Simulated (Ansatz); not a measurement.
## W: x(Os) = 0.5, 4 atoms, Fd-3m

Start from W in the bcc (W type) structure (space group Im-3m, No. 229; a = 3.169 Å).

The other end (x = 1) is Os in the bcc (W type) structure (space group Im-3m, No. 229; a hypothetical phase, not in the database extracts checked): 14.47 Å³/atom, gap zero; this end may not be an ambient phase.

Perturbation: Os replaces 50.0 % of the W, ordered in a cell of 4 atoms (starting symmetry Fd-3m) and fully relaxed.

Computed with Ansatz (a program for electronic structure) r2SCAN, spin-orbit coupling left out. Settings: 13×13×13 k-points, 0.05 eV Fermi–Dirac smearing, for the changed cell.

| quantity | base | changed | shift |
|---|---|---|---|
| volume per atom | 15.92 Å³ | 15.14 Å³ | -0.78 Å³ |
| density | 19.18 g/cm³ | 20.52 g/cm³ | +1.34 g/cm³ |
| shortest interatomic distance | 2.745 Å | 2.699 Å | -0.0455 Å |
| band gap | zero | zero | – |
| mixing energy (to 0.01 eV only: unlike meshes or grids) (against an end that may be hypothetical) | – | -0.05 eV/atom | – |
| deviation of the volume from the linear (Vegard-type) interpolation | – | -0.4 % | – |

Final structure:

```xyz
4
Lattice="0.0000 3.1168 3.1168 3.1168 0.0000 3.1168 3.1168 3.1168 0.0000" Properties=species:S:1:pos:R:3 pbc="T T T"
Os     1.5584     1.5584     1.5584
Os     0.0000     0.0000     0.0000
W      4.6752     4.6752     4.6752
W      3.1168     3.1168     3.1168
```

Each cell is one ordered arrangement of few atoms, which overstates ordering effects compared with a random alloy. Stability against distortions was not tested. The final runs are not spin-polarised.
